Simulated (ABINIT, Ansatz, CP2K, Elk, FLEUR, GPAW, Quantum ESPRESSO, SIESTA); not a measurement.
**RbSr3 (I4/mmm, 4 atoms in the cell) computed with different codes at matched settings**

Self-consistent single point, at a second geometry (lattice scaled by 0.98). First geometry:

```yaml
crystal:
  lattice:
    - [-3.09065, 3.09065, 6.37601]
    - [3.09065, -3.09065, 6.37601]
    - [3.09065, 3.09065, -6.37601]
  atoms:
    - { symbol: Rb, position: [0.00000, 0.00000, 0.00000] }
    - { symbol: Sr, position: [0.75000, 0.25000, 0.50000] }
    - { symbol: Sr, position: [0.25000, 0.75000, 0.50000] }
    - { symbol: Sr, position: [0.50000, 0.50000, 0.00000] }
```

Shared settings, as Ansatz (a first-principles code) writes them: kpoints.mp_grid.grid = 5 5 5; scf.occupations.method = fermi_dirac; scf.occupations.width = 0.1 eV. Potentials and cutoffs stand in the table.

| code | model | ΔF from the first geometry (meV/atom) | pressure (GPa) | cutoff |
|---|---|---|---|---|
| FLEUR | PBEsol, all-electron FLAPW (FLEUR), scalar-relativistic valence | -4.8 | – | Kmax 3.8 1/bohr |
| ABINIT | PBEsol, norm-conserving pseudopotentials (PseudoDojo nc-sr-04 PBEsol standard) | -4.8 | 0.04 | 925 eV |
| Ansatz | PBEsol, PAW files made with PBE | -4.8 | 0.05 | 420 eV |
| CP2K | PBEsol, GPW, DZVP-MOLOPT-SR-GTH basis, GTH-PBE potentials (GTH_POTENTIALS) | 1.9 | 0.38 | grid 500 Ry |
| SIESTA | GGA PBEsol, numerical atomic orbitals DZP, PseudoDojo PBEsol standard norm-conserving potentials (rewritten from UPF to PSML) | 45.4 | 2.62 | grid 300 Ry |
| GPAW | PBEsol, GPAW PAW datasets PBEsol (made by gpaw-setup) | -3.9 | 0.06 | 550 eV |
| Elk | PBEsol, all-electron FP-LAPW, Elk's shipped species files, default APW+lo basis | -7.7 | – | default |
| Quantum ESPRESSO | PBEsol, PseudoDojo standard norm-conserving (PBESOL) pseudopotentials | -4.8 | 0.04 | 70 Ry |

A dash marks a value that a program does not give, or that is left out as unsure.

The spread over the programs that give each value: ΔF from the first geometry within 53.1 meV/atom; pressure within 2.58 GPa.

CP2K and SIESTA use small atom-centred bases, whose incompleteness enters pressures, forces and empty levels differently from a plane-wave cutoff. FLEUR and Elk treat all electrons, but the usual bases taken here (sphere radii, linearisation, local orbitals, empty states) were not tested for convergence, so the values are no reference for the others. Ansatz's pressure is given at a fixed set of plane waves, as the other plane-wave codes print theirs. In the pressure, SIESTA (by 2.57) lies more than 1 GPa from the median of the plane-wave programs.

The starting cell comes from a database of computed structures (which also holds hypothetical and non-ambient phases and stackings), without a prior relaxation at this level. For this run, on top of that: lattice scaled by 0.98.

Keys are those of Ansatz 0.2.
